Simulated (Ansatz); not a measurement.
## rutile IrO2 (1 0 0) on zinc-blende InSb (1 1 0) (film strained to the substrate, started from cuts of the bulks and a machine-learned relaxation; slabs In6Sb6 and Ir8O12, which can lie off the formulas)

A periodic stack without vacuum, rutile IrO2 (1 0 0) on zinc-blende InSb (1 1 0) (film strained to the substrate, started from cuts of the bulks and a machine-learned relaxation; slabs In6Sb6 and Ir8O12, which can lie off the formulas): substrate slab In6Sb6, film Ir8O12, surface cells [[0, -1], [1, -1]] and [[1, 0], [1, 2]], film strained by +3.6 and +4.4 %, outermost planes InSb/InSb and Ir/Ir as cut, which need not be the usual terminations and can put a slab off its formula.

The start was prepared with a machine-learned potential, and the result is one local minimum, with the in-plane cell held and forces under 0.04 eV/Å; the film can end far from its bulk form.

Calculation: PBE (plane waves to 420 eV, PAW; Ansatz, a program for electronic structure). No spin–orbit coupling; the runs are not spin-polarised. Its k-point mesh 8×5×1, Fermi–Dirac width 0.05 eV.

| Property | Result |
|---|---|
| interface area | 31.2 Å² |
| period | 21.79 Å |
| heights between the nearest atoms of the two slabs at the two interfaces | 1.15 and 1.58 Å |
| In–Ir contacts across the interfaces within 1.22 times the sum of covalent radii | 4, mean 2.77 Å |
| Ir–Sb contacts across the interfaces within 1.22 times the sum of covalent radii | 3, mean 2.56 Å |

```xyz
32
Lattice="4.6932 0.0004 0.0523 4.6930 6.6382 -0.0098 -0.9221 -2.4553 21.8001" Properties=species:S:1:pos:R:3 pbc="T T T"
In     3.8862     0.8531     3.1113
In     5.8615     4.2596     0.5762
In     3.7802     0.9253     7.7637
In     6.1323     4.2238     5.3540
In     3.8958     1.6371    12.8973
In     6.0787     4.1971     9.9515
Sb     3.5982     2.4905     0.7512
Sb     6.2272     5.8481     2.9899
Sb     3.7881     2.5723     5.4071
Sb     6.1278     5.9205     7.6801
Sb     3.7388     2.5615    10.1131
Sb     5.7012     5.3257    12.6195
Ir     3.6052     2.5513    16.5039
Ir     3.5497    -0.7166    16.4760
Ir     5.5528     3.4461    14.3095
Ir     6.2644     0.7912    14.0787
O      4.3639     4.2292    15.6182
O      4.4807     0.8539    15.6613
O      6.8796     2.3743    15.2124
O      2.2862    -0.7490    15.0891
Ir     3.8146     3.1512    20.2729
Ir     3.7374    -0.9917    20.4441
Ir     1.2133    -2.4522    18.7686
Ir     5.9352     0.8942    18.6678
O      5.1262     2.5518    17.8015
O      4.9836    -0.7750    17.9078
O      2.6085    -2.4122    17.3351
O      2.7630     0.9004    17.3443
O      0.5846    -2.2500    20.7831
O      4.5039     0.9113    19.9653
O      6.8181     2.5251    19.5784
O      2.0670    -0.6787    19.4695
```
